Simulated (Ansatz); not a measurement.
## Ir: biaxial strain +2.08 %, plane normal [111], relaxed out of plane

The reference is Ir in the fcc (Cu type) structure (space group Fm-3m, No. 225; a = 3.812 Å; relaxed with 0.1 eV smearing). Axes: x, y, z lie along the cube axes.

The change: tensile biaxial strain of 2.08 % in the plane normal to [111], as in epitaxy on a mismatched substrate; the out-of-plane cell vector and the atoms relax.

The values are results of LDA (Ansatz, a quantum-chemistry and plane-wave program), no SOC, not measurements. Γ-centred 30×30×30 mesh, Fermi–Dirac width 0.1 eV.

| quantity | base | changed | shift |
|---|---|---|---|
| space group | Fm-3m (No. 225) | R-3m (No. 166) | – |
| shortest interatomic distance | 2.695 Å | 2.695 Å | -0.0005 Å |
| energy relative to the base (free energy F) | 0 meV/atom | +31 meV/atom | +31 meV/atom |
| pressure (mean of the normal stresses, compression positive) | 0.0 GPa | -10.8 GPa | -10.8 GPa |
| band gap | zero | zero | – |
| out-of-plane strain | – | -1.08 % | – |
| ratio −ε⊥/ε∥ | – | 0.52 | – |
| mean in-plane stress (compression positive) | – | -16.2 GPa | – |

No phonon test of stability was made. All final runs are without spin polarisation.
